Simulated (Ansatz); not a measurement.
Consider Ag₂O (space group Pn-3m, No. 224; a = 4.707 Å). Axes: x, y, z lie along the cube axes.

All numbers come from PBEsol in Ansatz (plane waves to 420 eV, PAW, no SOC).

Base values:

| Quantity | Value |
|---|---|
| Shortest interatomic distance | 2.038 Å |

Perturbation: a pure shear with ε_xy = ε_yx = 0.0100, atoms relaxed at fixed cell.

Task: Predict the new shortest interatomic distance and largest internal atomic displacement.

Result: The shortest interatomic distance remains 2.038 Å; the largest internal atomic displacement amounts to 0.022 Å.

The cells carry an imposed strain or load. No phonon test of stability was made. No Hubbard U is applied, and correlation can decide whether such a compound is a metal. All final runs are without spin polarisation.

Ansatz is an electronic-structure program.
